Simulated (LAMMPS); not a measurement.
Film growth with the substrate temperature varied; first case: 320 Si atoms arriving one at a time, 3 ps apart with 0.2 eV each, on 1067 Å² of the (001) face of Si (diamond structure) held at 340 K.

Computed with classical MD, pair style tersoff, file SiC_1994.tersoff (LAMMPS).

| T (K) | crystalline share | film | roughness | height | below the old surface |
|---|---|---|---|---|---|
| 340 | 0.017 | disordered | 2.1 Å | 8.8 Å | 0 of 315 |
| 590 | 0.019 | disordered | 3.0 Å | 8.1 Å | 0 of 317 |
| 840 | 0.048 | disordered | 1.7 Å | 7.1 Å | 4 of 319 |
| 1100 | 0.034 | disordered | 1.4 Å | 6.7 Å | 8 of 318 |

Caution: growth rates of MD are many orders above those of real deposition.

Caution: the (001) face starts bulk-cut, without dimer rows.
